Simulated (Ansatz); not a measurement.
**The (111) surface of fcc Pd, one row in 3 of the top plane missing (bottom of the slab: a bare face, its two planes held)**

Calculation: PBE (plane waves to 420 eV, PAW; Ansatz, a quantum-chemistry and plane-wave program).

Slab: 17 atoms, 11.4 Å thick at the start; k 15x5x1, smearing 0.1 eV, dipole-corrected; 6 atoms held, the rest relaxed; symmetry of the start imposed; no spin, no spin-orbit, no U. In PBE it is, or lies within 0.01 eV a 1x1 cell of, the lowest of the 2 structures of its composition computed so far; larger cells were not tried.

The work function of the top face comes out as 4.82 eV. The energy released by relaxation is 0.067 eV. The cost is very roughly 13 core-minutes.
